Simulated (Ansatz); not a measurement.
A self-consistent single point of Sr2CdAu3 (P1, 6 atoms in the cell) with Ansatz (a quantum-chemistry and plane-wave program).

Computed with LDA (PW92), PAW files made with PBE (plane waves; Ansatz).

The change in words: atoms moved at random. Reference geometry:
```yaml
crystal:
  lattice:
    - [5.60694, -2.43718, 0.00000]
    - [5.60694, 2.43718, 0.00000]
    - [-5.12001, 0.00000, 5.72055]
  atoms:
    - { symbol: Sr, position: [0.54445, 0.54445, 0.80042] }
    - { symbol: Sr, position: [0.45426, 0.45426, 0.20499] }
    - { symbol: Cd, position: [0.16590, 0.16590, 0.60156] }
    - { symbol: Au, position: [0.84183, 0.84183, 0.39084] }
    - { symbol: Au, position: [0.83258, 0.83258, 0.79222] }
    - { symbol: Au, position: [0.16099, 0.16099, 0.20996] }
```

Reference input (self-consistent single point, DFT, LDA (PW92), plane waves, PAW files made with PBE): kpoints.mp_grid.grid = 4 4 3; hamiltonian.xc = lda; hamiltonian.pseudopotentials = {kind: paw} (the program's default PAW files); scf.occupations.method = gaussian; scf.occupations.width = 0.05 eV. This run's input differs from it in these lines:

Ansatz 0.2 input:
```diff
@@ -7,8 +7,8 @@
   atoms:
-    - { symbol: Sr, position: [0.544450, 0.544450, 0.800420] }
-    - { symbol: Sr, position: [0.454260, 0.454260, 0.204990] }
-    - { symbol: Cd, position: [0.165900, 0.165900, 0.601560] }
-    - { symbol: Au, position: [0.841830, 0.841830, 0.390840] }
-    - { symbol: Au, position: [0.832580, 0.832580, 0.792220] }
-    - { symbol: Au, position: [0.160990, 0.160990, 0.209960] }
+    - { symbol: Sr, position: [0.542196, 0.556553, 0.807072] }
+    - { symbol: Sr, position: [0.448913, 0.449049, 0.209972] }
+    - { symbol: Cd, position: [0.179010, 0.172952, 0.606414] }
+    - { symbol: Au, position: [0.847245, 0.834433, 0.392362] }
+    - { symbol: Au, position: [0.826850, 0.825260, 0.780572] }
+    - { symbol: Au, position: [0.155796, 0.161763, 0.203598] }
 kpoints:
```

The program printed (abridged):

```
SCF iter   1: F=—  HF=-53636.327689 eV  |F-HF|=—  |Δ(HF+E_count)|=         —  Δρ=2.59e-1  dr2=2.45e2  ethr=3.10e-3  ⟨swp⟩=10.7  Hψ=7804  notcnv=0  defer=1
all-band conjugate gradients solve this SCF's bands
preconditioner: auto → Kerker (q_TF=auto, 2.520 Å⁻¹)
SCF iter   2: F=—  HF=-53616.505701 eV  |F-HF|=—  |Δ(HF+E_count)|=    1.98e1  Δρ=1.06e-1  dr2=4.42e1  ethr=3.10e-3  ⟨swp⟩=3.4  Hψ=3168  notcnv=0  defer=120
   [... lines left out ...]
SCF iter   9: F=—  HF=-53609.373067 eV  |F-HF|=—  |Δ(HF+E_count)|=   1.63e-4  Δρ=9.60e-5  dr2=3.99e-5  ethr=6.80e-7  ⟨swp⟩=2.0  Hψ=1918  notcnv=0  defer=125
SCF iter  10: F=—  HF=-53609.372883 eV  |F-HF|=—  |Δ(HF+E_count)|=   1.84e-4  Δρ=2.19e-5  dr2=1.85e-6  ethr=4.12e-8  ⟨swp⟩=2.0  Hψ=1963  notcnv=0  defer=125
SCF iter  11: F=—  HF=-53609.372883 eV  |F-HF|=—  |Δ(HF+E_count)|=   1.65e-7  Δρ=9.43e-6  dr2=2.51e-7  ethr=1.91e-9  ⟨swp⟩=2.4  Hψ=2242  notcnv=0  defer=125
SCF iter  12: F=-53609.372883 eV  HF=-53609.372883 eV  |F-HF|=1.38e-8  |Δ(HF+E_count)|=   4.59e-8  Δρ=2.66e-6  dr2=2.44e-8  ethr=1.03e-10  ⟨swp⟩=15.3  Hψ=8400  notcnv=0
SCF 1 converged in 12 iterations: F = -53609.372883 eV  dr2 = 2.44e-8
Free energy (F): -53609.372883 eV
Internal energy: -53609.365963 eV  (E = F + TS)
E sigma→0 (E₀):  -53609.369423 eV
Entropy (-TS):   -0.006920 eV (-1.153 meV/atom)
Fermi energy:    12.012523 eV
--- Forces (eV/Å), atoms counted from 1 ---
  atom   1  Sr    -0.09067082    -0.07920002    -0.04043559
  atom   2  Sr     0.25260028    -0.01426295     0.06223595
  atom   3  Cd    -0.29835287     0.07837023    -0.28507295
  atom   4  Au     0.07217527     0.10898635     0.07632208
  atom   5  Au     0.16525080    -0.02075445     0.14939101
  atom   6  Au    -0.10099280    -0.07313638     0.03763149
--- Stress (GPa, compression-positive) ---
       -4.611633       0.075342      -0.709666
        0.075342      -6.480457       0.087314
       -0.709666       0.087314      -5.349629
  P = ⅓ Tr σ = -5.4806 GPa (-54.806 kbar)
  The stress holds the Pulay correction. Without it, at fixed plane waves, as pw.x and ABINIT print it: P = -5.4980 GPa
```

The run converged in 12 iterations. Against the reference run the free energy rises by 7.8 meV/atom, the pressure goes from -5.62 to -5.48 GPa and the largest force goes from 0.113 to 0.420 eV/Å.

The starting cell comes from a database of computed structures (which also holds hypothetical and non-ambient phases and stackings), without a prior relaxation at this level. Its lattice was rescaled by a random factor within 2.5 % of one. For this run, on top of that: atoms moved at random. With a pressure of about -5 GPa the cell is away from its equilibrium volume at this level. Ansatz's pressure includes its estimate of the finite-basis (Pulay) stress.
